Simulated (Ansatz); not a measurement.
CaO (model structure, F-43m, No. 216, 2 atoms in the cell), treated with r²SCAN (Ansatz, a quantum-chemistry and plane-wave program, plane waves, PAW).

Input:

Ansatz 0.2 input:
```yaml
crystal:
  lattice:
    - [0.0, 2.5888145069, 2.5888145069]
    - [2.5888145069, 0.0, 2.5888145069]
    - [2.5888145069, 2.5888145069, 0.0]
  atoms:
    - { symbol: Ca, position: [0.0, 0.0, 0.0] }
    - { symbol: O, position: [0.25, 0.25, 0.25] }
basis:
  ecutwfc: 560
  ecutrho_ratio: 4
  xc_grid: 3
kpoints:
  mp_grid: { grid: [12, 12, 12] }
hamiltonian:
  xc: r2scan
  dispersion: none
  pseudopotentials: { kind: paw }
scf:
  occupations: { method: fermi_dirac, width: 0.01 }
output:
  forces: true
  stress: true
  eigenvalues: true
relax:
  f_tol: 0.004
  escape_saddle: false
  max_steps: 80
```

Excerpt of the program's output:

```
WARN output.stress: scf.convergence.dr2_threshold = 1e-7 eV (the SCF's general default) is looser than the 2e-10 eV advised for a printed stress (1e-10 eV for …
Relaxation: its limit of steps is 80 (relax.max_steps)
Crystal: 2 atoms, lattice volume = 34.700 Å³
Basis set: ecut = 560 eV, 1037 PW (Γ), exchange–correlation on 90×90×90 points (27 copies of the dense FFT grid, shifted against one another)
Bands: 12, of which v1, the nominal top of the filled ones, is band 8 counted from 1 (7 counted from 0)
Symmetry: 24 space group operations
Space group: F-43m (ITA 216), of the structure as read, at distance tolerance 3.3e-5 Å
k-points: 72 of 1728 (time reversal used)
Functional: x = r2scan, c = r2scan; τ floored in thin density (d = 2e-4 eV/Å³)
SCF iter   1: F=—  HF=-2393.524603 eV  |F-HF|=—  |Δ(HF+E_count)|=         —  Δρ=9.32e-3  dr2=3.66e-2  dr2_τ=6.47e-2
SCF iter   2: F=—  HF=-2393.599005 eV  |F-HF|=—  |Δ(HF+E_count)|=   7.44e-2  Δρ=9.35e-3  dr2=1.92e-2  dr2_τ=3.95e-3
  ...
SCF 1 converged in 6 iterations: F = -2393.594893 eV  dr2 = 4.50e-8
Crystal: 2 atoms, lattice volume = 34.700 Å³
Initial density: handed on by an earlier stage of this run
SCF iter   1: F=—  HF=-2393.594893 eV  |F-HF|=—  |Δ(HF+E_count)|=         —  Δρ=1.44e-5  dr2=4.50e-8  dr2_τ=6.79e-9
SCF iter   2: F=-2393.594893 eV  HF=-2393.594893 eV  |F-HF|=2.31e-8  |Δ(HF+E_count)|=   2.33e-9  Δρ=8.66e-6  dr2=2.82e-8  dr2_τ=4.41e-9
SCF 2 converged in 2 iterations: F = -2393.594893 eV  dr2 = 2.82e-8
SCF converged after 2 iterations
Free energy (F): -2393.594893 eV
Internal energy: -2393.594893 eV  (E = F + TS)
E sigma→0 (E₀):  -2393.594893 eV
Fermi energy:    6.444907 eV
--- Stress (GPa, compression-positive) ---
        1.738896      -0.000000      -0.000000
        0.000000       1.738896       0.000000
       -0.000000       0.000000       1.738896
  P = ⅓ Tr σ = 1.7389 GPa (17.389 kbar)
```

The cell is one volume of an energy–volume scan, off the minimum.

The PAW data were made under PBE.

Note: the relaxation could raise the start's symmetry but not lower it, so the cell can be a saddle point.

It cost roughly 14 core-seconds of CPU time.

A model structure was made by putting elements into a prototype or built by hand; it is no filed structure, need not be a known phase, and can be a saddle point held by its symmetry.
